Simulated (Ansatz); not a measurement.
Ti3GeC2 (P6₃/mmc, No. 194; cell taken from a computed entry) was calculated with PBEsol in Ansatz (plane waves, PAW).

Run with plane-wave cutoff 520 eV, 24×24×4 k mesh (along the axes of the cell as run), Fermi–Dirac smearing 0.047 eV (set by the program), no spin polarisation, scalar-relativistic PAW data made under PBE.

Computed at the level's own relaxed cell.

Hill averages of the elastic tensor: K = 188.9 GPa, G = 140.7 GPa. Volume 12.003 Å³/atom, mean atomic mass 40.044 u.

Task: Work out the density, the sound velocities of a polycrystal and the elastic Debye temperature at this level.

Result: ρ = 1.66054 × 40.044/12.003 = 5.540 g/cm³. v_l = √[(K + 4G/3)/ρ] = 8.244 km/s and v_t = √(G/ρ) = 5.040 km/s. The mean follows from 3/v_m³ = 1/v_l³ + 2/v_t³: v_m = 5.565 km/s. Θ_D = (ħ/k_B) v_m (6π²/V)^(1/3) = 76.38 K Å s/km × 5.565 × 1.7024 Å⁻¹ = 724 K, counting all atoms of the cell.

Note: the relaxation could not lower the start's symmetry, so the cell can be a saddle point above a distorted one.

Ansatz is a program for electronic structure.
